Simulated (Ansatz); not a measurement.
# What pressure 3 GPa does to ZrS2

The parent structure is ZrS$_{2}$ in the CdI2 type structure (space group P-3m1, No. 164; a = 3.635 Å, c = 5.720 Å; layered, stacked along the Cartesian z axis).

Modification: cell and atoms relaxed at a pressure of 3 GPa.

Level of theory: PBE-D3(BJ), PAW, 420 eV (Ansatz, a program for electronic structure; without spin-orbit coupling). Γ-centred 10×10×6 mesh, Fermi–Dirac width 0.05 eV.

```csv
quantity,base,changed,shift
volume per atom,21.81 Å³,20.41 Å³,-1.40 Å³
density,3.94 g/cm³,4.21 g/cm³,+0.27 g/cm³
c/a ratio,1.574,1.534,-0.0394
shortest interatomic distance,2.557 Å,2.539 Å,-0.018 Å
enthalpy H = E + PV relative to the base's energy,–,+0.39 eV/atom,–
band gap,0.66 eV,0.32 eV,-0.34 eV
gap character,"indirect, Γ → L","indirect, Γ → L",–
smallest direct gap,1.41 eV,1.21 eV,-0.20 eV
mean gap deformation potential ΔEg/Δln V,–,+5.2 eV,–
width of the top valence band,2.07 eV,2.31 eV,+0.24 eV
hole mass,–,"0.18 mₑ along c, 1.5 mₑ across (at Γ)",–
"valence-band top at Γ (three highest levels, from the VBM)","0.00, -0.24, -0.24 eV","0.00, -0.42, -0.42 eV",–
```

Load acts through the strain it causes; cell and atoms are relaxed under it. Effective masses come from finite differences of ±0.01 Å⁻¹. No phonon test of stability was made.
